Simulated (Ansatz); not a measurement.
Hypothetical fluorite ZrSe2 under a change: pressure −1 GPa

Base system: ZrSe₂ in the fluorite structure (space group Fm-3m, No. 225; a = 6.508 Å; a hypothetical phase, not in the database extracts checked).

One thing is altered: a negative pressure, −1 GPa.

The values are results of PBEsol (Ansatz, a program for electronic structure, PAW, no spin-orbit coupling), earlier PAW set, not measurements. k-mesh 12×12×12 (Γ-centred); smearing 0.05 eV (Fermi–Dirac).

```json
[
 {"quantity": "lattice parameter a", "base": "6.508 Å", "changed": "6.532 Å", "shift": "+0.024 Å"},
 {"quantity": "shortest interatomic distance", "base": "2.818 Å", "changed": "2.828 Å", "shift": "+0.010 Å"},
 {"quantity": "enthalpy H = E + PV relative to the base's energy", "base": "–", "changed": "-0.14 eV/atom", "shift": "–"},
 {"quantity": "band gap", "base": "zero", "changed": "zero", "shift": "–"}
]
```

Final structure:

```yaml
crystal:
  lattice:
    - [0.00000, 3.26592, 3.26592]
    - [3.26592, 0.00000, 3.26592]
    - [3.26592, 3.26592, 0.00000]
  atoms:
    - { symbol: Zr, position: [0.00000, 0.00000, 0.00000] }
    - { symbol: Se, position: [0.25000, 0.25000, 0.25000] }
    - { symbol: Se, position: [0.75000, 0.75000, 0.75000] }
```

Load acts through the strain it causes; cell and atoms are relaxed under it. Stability against distortions was not tested. All final runs are without spin polarisation.
